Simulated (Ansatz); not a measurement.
**Effect of holes 2.0×10^21 cm⁻³ on BaTiO3**

The reference is BaTiO₃ (space group P4mm, No. 99; a = 3.9728 Å, c = 4.1123 Å).

Modification: 0.130 holes added to each cell, a density of 2.0×10^21 cm⁻³, with a uniform compensating background at fixed cell and a 300 K Fermi–Dirac width.

Method: plane-wave PAW DFT at the r2SCAN level (Ansatz, an electronic-structure program, 500 eV), scalar-relativistic without spin-orbit coupling, earlier PAW set. Γ-centred 12×12×11 mesh, Fermi–Dirac width 0.0259 eV.

| quantity | base | changed | shift |
|---|---|---|---|
| gap between the host's bands | 2.23 eV | 2.37 eV | +0.134 eV |
| gap character | indirect, A → Γ | indirect, A → Γ | – |
| Fermi level relative to the doped band's edge (positive inside the band; to 0.05 eV) | – | +0.20 eV | – |

Charged cell with a jellium background: band edges are those of the host's band count, energies are not comparable with the neutral cell, and many-body gap narrowing is missing. No phonon test of stability was made. The final runs are not spin-polarised.
